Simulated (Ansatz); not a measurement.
Consider Ga₂O₃ in the corundum structure (space group R-3c, No. 167; a = 5.058 Å, c = 13.623 Å (hexagonal axes)).

All numbers come from PBE (Ansatz, an electronic-structure program), no SOC.

Base values:

| Quantity | Result |
|---|---|
| Band gap | 2.40 eV |
| Electron mass | 0.21 mₑ (at Γ) |
| Smallest direct gap | 2.63 eV |

Now apply this change: a hydrostatic pressure of 9 GPa.

Task: Predict the new band gap, electron mass and smallest direct gap.

Result: The band gap increases by 0.43 eV to 2.83 eV; the electron mass goes from 0.21 mₑ (at Γ) to 0.23 mₑ (at Γ); the smallest direct gap increases by 0.453 eV, from 2.63 eV to 3.09 eV.

Load acts through the strain it causes; cell and atoms are relaxed under it. Effective masses come from finite differences of ±0.01 Å⁻¹. Stability against distortions was not tested. No other phases were tried under pressure.
